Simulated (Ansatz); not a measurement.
Ansatz (an electronic-structure program) run on YZr (Fd-3m, 4 atoms in the cell): self-consistent single point.

Level of theory: PBE (plane waves, PAW; Ansatz).

```
CELL_PARAMETERS angstrom
      0.00000     3.71492     3.71492
      3.71492     0.00000     3.71492
      3.71492     3.71492     0.00000
ATOMIC_POSITIONS crystal
  Y  0.75000 0.75000 0.75000
  Y  0.50000 0.50000 0.50000
  Zr 0.00000 0.00000 0.00000
  Zr 0.25000 0.25000 0.25000
```

Reference input (self-consistent single point, DFT, PBE, plane waves, default PAW files): basis.ecutwfc = 420 eV; kpoints.mp_grid.grid = 10 10 10; hamiltonian.xc = pbe; hamiltonian.pseudopotentials = {kind: paw} (the program's default PAW files); scf.occupations.method = methfessel_paxton; scf.occupations.width = 0.136 eV. This run's input differs from it in these lines:

Ansatz 0.2 input:
```diff
@@ -12,3 +12,3 @@
 basis:
-  ecutwfc: 420.0
+  ecutwfc: 170.0
 kpoints:
```

Output, abridged:

```
SCF iter   1: F=—  HF=-16053.402358 eV  |F-HF|=—  |Δ(HF+E_count)|=         —  Δρ=5.06e-2  dr2=1.20e0  ethr=1.77e-3  ⟨swp⟩=4.2  Hψ=10497  notcnv=0
all-band conjugate gradients solve this SCF's bands
automatic band count: the SCF goes on with 33 bands, as 28 were too few: the levels above may hold too much charge
preconditioner: auto → Kerker (q_TF=auto, 2.387 Å⁻¹)
   [... lines left out ...]
SCF iter   4: F=—  HF=-16052.914084 eV  |F-HF|=—  |Δ(HF+E_count)|=   2.85e-4  S|Δr|=    0.00e0  Δρ=1.68e-4  dr2=3.62e-5  ethr=3.60e-6  ⟨swp⟩=2.0  Hψ=2499  notcnv=0  defer=108
SCF iter   5: F=—  HF=-16052.914120 eV  |F-HF|=—  |Δ(HF+E_count)|=   3.68e-5  S|Δr|=    0.00e0  Δρ=3.95e-5  dr2=1.62e-6  ethr=7.86e-8  ⟨swp⟩=2.1  Hψ=1808  notcnv=0  defer=108
SCF iter   6: F=-16052.914120 eV  HF=-16052.914120 eV  |F-HF|=7.44e-10  |Δ(HF+E_count)|=   2.00e-8  S|Δr|=    0.00e0  Δρ=6.85e-6  dr2=4.45e-8  ethr=2.17e-10  ⟨swp⟩=8.6  Hψ=5829  notcnv=0
SCF 1 converged in 6 iterations: F = -16052.914120 eV  dr2 = 4.45e-8
Stability not checked (fill_not_monotonic)
Free energy (F): -16052.914120 eV
Internal energy: -16052.917681 eV  (E = F + TS)
E sigma→0 (E₀):  -16052.915010 eV
Entropy (-TS):   0.003560 eV (0.890 meV/atom)
Fermi energy:    12.538003 eV
--- Forces (eV/Å), atoms counted from 1 ---
  atom   1  Y     -0.00000000    -0.00000000     0.00000000
   [... zero for the other atoms too ...]
--- Stress (GPa, compression-positive) ---
        3.196313       0.000000      -0.000000
        0.000000       3.196313      -0.000000
        0.000000      -0.000000       3.196313
  P = ⅓ Tr σ = 3.1963 GPa (31.963 kbar)
  The stress holds the Pulay correction. Without it, at fixed plane waves, as pw.x and ABINIT print it: P = -67.1656 GPa
```

The run converged in 6 iterations. Against the reference run the free energy goes up by 2.78 eV/atom and the pressure goes from 2.59 to 3.20 GPa.

The starting cell was generated: these elements placed on a structure prototype, without a prior relaxation; it need not be a known phase or ordering of this composition. Its lattice was rescaled by a random factor within 2.5 % of one. Ansatz's pressure includes its estimate of the finite-basis (Pulay) stress. Without the estimate this run gives -67.17 GPa. The cutoff lies below the one recommended for these files.
